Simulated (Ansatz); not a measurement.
Worked example: self-consistent single point of LuTlSe2 (R3m, 4 atoms in the cell) in Ansatz (a first-principles code).

Method of the run: LDA (PW92), default PAW files made with PBE (plane waves; Ansatz).

The change in words: lattice scaled by 0.98; basis.ecutwfc: 420 eV → 505 eV. Reference geometry:
```yaml
crystal:
  lattice:
    - [2.04566, 1.18107, 7.76154]
    - [-2.04566, 1.18107, 7.76154]
    - [0.00000, -2.36213, 7.76154]
  atoms:
    - { symbol: Lu, position: [0.00215, 0.00215, 0.00215] }
    - { symbol: Tl, position: [0.50000, 0.50000, 0.50000] }
    - { symbol: Se, position: [0.73314, 0.73314, 0.73314] }
    - { symbol: Se, position: [0.26686, 0.26686, 0.26686] }
```

Reference input (self-consistent single point, DFT, LDA (PW92), plane waves, default PAW files made with PBE): basis.ecutwfc = 420 eV; kpoints.mp_grid.grid = 5 5 5; hamiltonian.xc = lda; hamiltonian.pseudopotentials = {kind: paw} (the program's default PAW files); scf.occupations.method = fixed. This run's input differs from it in these lines:

Ansatz 0.2 input:
```diff
@@ -2,12 +2,12 @@
   lattice:
-    - [2.045664, 1.181065, 7.761538]
-    - [-2.045664, 1.181065, 7.761538]
-    - [0.000000, -2.362129, 7.761538]
+    - [2.004751, 1.157444, 7.606307]
+    - [-2.004751, 1.157444, 7.606307]
+    - [0.000000, -2.314886, 7.606307]
   atoms:
-    - { symbol: Lu, position_ang: [0.000000, 0.000000, 0.049992] }
-    - { symbol: Tl, position_ang: [0.000000, 0.000001, 11.642307] }
-    - { symbol: Se, position_ang: [0.000000, 0.000001, 17.070812] }
-    - { symbol: Se, position_ang: [-0.000000, 0.000000, 6.213802] }
+    - { symbol: Lu, position_ang: [0.000000, 0.000000, 0.048992] }
+    - { symbol: Tl, position_ang: [0.000000, 0.000001, 11.409460] }
+    - { symbol: Se, position_ang: [-0.000000, 0.000001, 16.729395] }
+    - { symbol: Se, position_ang: [-0.000000, 0.000001, 6.089526] }
 basis:
-  ecutwfc: 420.0
+  ecutwfc: 505.0
 kpoints:
```

Log, with long lists cut:

```
SCF iter   1: F=—  HF=-36411.273433 eV  |F-HF|=—  |Δ(HF+E_count)|=         —  Δρ=4.45e-3  dr2=1.46e-2  ethr=1.77e-3  ⟨swp⟩=5.0  Hψ=2597  notcnv=0  defer=85
all-band conjugate gradients solve this SCF's bands
preconditioner: auto → Resta (q_TF=auto, 2.546 Å⁻¹)
SCF iter   2: F=—  HF=-36411.268375 eV  |F-HF|=—  |Δ(HF+E_count)|=   5.06e-3  Δρ=2.47e-3  dr2=4.24e-3  ethr=2.09e-5  ⟨swp⟩=2.3  Hψ=1662  notcnv=0  defer=93
   [... lines left out ...]
SCF iter   5: F=—  HF=-36411.267146 eV  |F-HF|=—  |Δ(HF+E_count)|=   4.43e-5  Δρ=1.10e-4  dr2=1.49e-5  ethr=2.78e-7  ⟨swp⟩=2.0  Hψ=1030  notcnv=0  defer=89
SCF iter   6: F=—  HF=-36411.267145 eV  |F-HF|=—  |Δ(HF+E_count)|=   9.81e-8  Δρ=4.12e-5  dr2=1.92e-6  ethr=2.13e-8  ⟨swp⟩=2.0  Hψ=1303  notcnv=0  defer=64
SCF iter   7: F=—  HF=-36411.267146 eV  |F-HF|=—  |Δ(HF+E_count)|=   2.79e-7  Δρ=9.16e-6  dr2=1.34e-7  ethr=2.75e-9  ⟨swp⟩=2.0  Hψ=1424  notcnv=0  defer=67
SCF iter   8: F=-36411.267146 eV  HF=-36411.267146 eV  |F-HF|=1.14e-8  |Δ(HF+E_count)|=   1.96e-8  Δρ=2.97e-6  dr2=1.41e-8  ethr=1.43e-10  ⟨swp⟩=11.3  Hψ=4613  notcnv=0
SCF 1 converged in 8 iterations: F = -36411.267146 eV  dr2 = 1.41e-8
Free energy (F): -36411.267146 eV
Internal energy: -36411.267146 eV  (E = F + TS)
E sigma→0 (E₀):  -36411.267146 eV
Fermi energy:    10.070458 eV
--- Forces (eV/Å), atoms counted from 1 ---
  atom   1  Lu     0.00000000    -0.00000002    -0.49586843
  atom   2  Tl     0.00000000     0.00000001     0.13449661
  atom   3  Se     0.00000000     0.00000002     0.42991338
  atom   4  Se     0.00000000    -0.00000000    -0.06851115
--- Stress (GPa, compression-positive) ---
       -0.732918       0.000000      -0.000000
        0.000000      -0.732918      -0.000000
        0.000000      -0.000000      -1.008378
  P = ⅓ Tr σ = -0.8247 GPa (-8.247 kbar)
  The stress holds the Pulay correction. Without it, at fixed plane waves, as pw.x and ABINIT print it: P = -0.8315 GPa
```

The run converged in 8 iterations. Against the reference run the free energy falls by 25.7 meV/atom, the pressure goes from -3.83 to -0.82 GPa, the largest force goes from 0.444 to 0.496 eV/Å and the gap on the mesh goes from 1.118 to 0.983 eV.

The starting cell comes from a database of computed structures (which also holds hypothetical and non-ambient phases and stackings), without a prior relaxation at this level. Its lattice was rescaled by up to half a per cent. One atom was moved a little off its site on purpose. For this run, on top of that: lattice scaled by 0.98. Spin-orbit coupling is off. Ansatz's pressure includes its estimate of the finite-basis (Pulay) stress.
